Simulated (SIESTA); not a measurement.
A self-consistent single point of ZnSb4O8 (P1, 13 atoms in the cell) with SIESTA.

Computed with LDA PW92, numerical atomic orbitals DZP, PseudoDojo LDA standard norm-conserving potentials (rewritten from UPF to PSML) (SIESTA).

```
Zn(SbO2)4
1.0
    3.25597     0.00000     0.00000
    0.80099     8.36716     0.00000
    1.10232     3.81268     8.55771
Zn Sb O
1 4 8
Direct
  0.43304   0.38112   0.82526
  0.62998   0.69416   0.48552
  0.05117   0.79448   0.81182
  0.86264   0.30618   0.13021
  0.24909   0.33814   0.47147
  0.78521   0.38938   0.30682
  0.36474   0.15423   0.23382
  0.55501   0.92768   0.68950
  0.13473   0.64312   0.68836
  0.20117   0.61031   0.38174
  0.93063   0.25992   0.93804
  0.66553   0.42384   0.60444
  0.35946   0.47687   0.02422
```

Reference input (self-consistent single point, DFT, LDA PW92, numerical atomic orbitals DZP, PseudoDojo LDA standard norm-conserving potentials (rewritten from UPF to PSML)): XC.functional = LDA; XC.authors = PW92; potentials = PseudoDojo LDA standard; PAO.BasisSize = DZP; PAO.EnergyShift = 0.01 Ry; MeshCutoff = 350 Ry; kgrid.MonkhorstPack = 7 3 3; OccupationFunction = MP; OccupationMPOrder = 0; ElectronicTemperature = 580.23 K; MaxSCFIterations = 150; SCF.Mixer.Method = Pulay. This run's input differs from it in these lines:

```diff
@@ -40,5 +40,5 @@
 %block kgrid.MonkhorstPack
-    7   0   0  0.0
-    0   3   0  0.0
-    0   0   3  0.0
+   16   0   0  0.0
+    0   7   0  0.0
+    0   0   6  0.0
 %endblock kgrid.MonkhorstPack
```

Output (repeated stretches shortened):

```
        iscf     Eharris(eV)        E_KS(eV)     FreeEng(eV)     dDmax    Ef(eV) dHmax(eV)
   scf:    1   -17880.377938   -18719.604945   -18719.622000  1.050140 -1.315585155.015823
   scf:    2   -18305.290628   -18943.403939   -18943.412837  5.136297 -3.789356 86.145993
   scf:    3   -19165.469773   -19127.235453   -19127.235453  4.524250 -4.204898 28.901118
   scf:    4   -19137.351428   -19133.479295   -19133.479295  0.253853 -3.755227 23.116395
   scf:    5   -19139.606408   -19136.959897   -19136.959897  0.255505 -4.524582 12.684228
   scf:    6   -19139.644181   -19138.484572   -19138.484572  0.173760 -3.946861  4.748593
   [... lines left out ...]
   scf:    8   -19138.934893   -19138.926125   -19138.926125  0.014641 -5.085877  0.200300
   scf:    9   -19138.930247   -19138.928528   -19138.928528  0.008818 -5.111105  0.057097
   scf:   10   -19138.928885   -19138.928733   -19138.928733  0.001901 -5.117373  0.037573
   scf:   11   -19138.928881   -19138.928814   -19138.928814  0.001407 -5.128864  0.010276
   scf:   12   -19138.928827   -19138.928821   -19138.928821  0.000259 -5.130857  0.004428
   scf:   13   -19138.928825   -19138.928823   -19138.928823  0.000171 -5.131641  0.002004
   scf:   14   -19138.928823   -19138.928823   -19138.928823  0.000097 -5.131531  0.000517
SCF Convergence by DM+H criterion
max |DM_out - DM_in|         :     0.0000967725
max |H_out - H_in|      (eV) :     0.0005174079
SCF cycle converged after 14 iterations

Using DM_out to compute the final energy and forces

siesta: E_KS(eV) =           -19138.9288

siesta: E_KS - E_eggbox =    -19138.9288

siesta: Atomic forces (eV/Ang):
     1    0.041824    0.224110    0.140526
     2    0.186750    0.382136    0.274998
     3    0.027755   -0.211355    0.472201
     4    0.001075   -0.154127   -0.349529
     5   -0.067569   -0.269493    0.137529
     6    0.006950    0.286569    0.115876
     7   -0.012260   -0.000393    0.260992
     8    0.012677    0.148063   -0.301134
     9   -0.047051   -0.623096   -0.107977
    10   -0.085474    0.059355    0.008029
    11    0.010134    0.284153   -0.604950
   [... lines left out ...]
siesta: FreeEng =    -19138.928823
   [... lines left out ...]
siesta:     0.024141   -0.001554    0.000788
siesta:    -0.001554    0.027544    0.001317
siesta:     0.000788    0.001317    0.033011

siesta: Cell volume =        233.139483 Ang**3

siesta: Pressure (static):
siesta:                Solid            Molecule  Units
siesta:          -0.00030749         -0.00032850  Ry/Bohr**3
siesta:          -0.02823203         -0.03016167  eV/Ang**3
siesta:         -45.23270067        -48.32432858  kBar
```

The run converged in 14 iterations. Against the reference run the free energy hardly moves (within 1 meV/atom), the pressure stays at -4.52 GPa, the largest force moves little (0.669 to 0.668 eV/Å) and the gap on the mesh goes from 1.721 to 1.705 eV.

The starting cell comes from a database of computed structures (which also holds hypothetical and non-ambient phases and stackings), without a prior relaxation at this level. Spin-orbit coupling is off. Values carry the incompleteness of an atom-centred basis. With a pressure of about -5 GPa the cell is away from its equilibrium volume at this level.

Cost on one core of a shared machine: roughly 5 min.
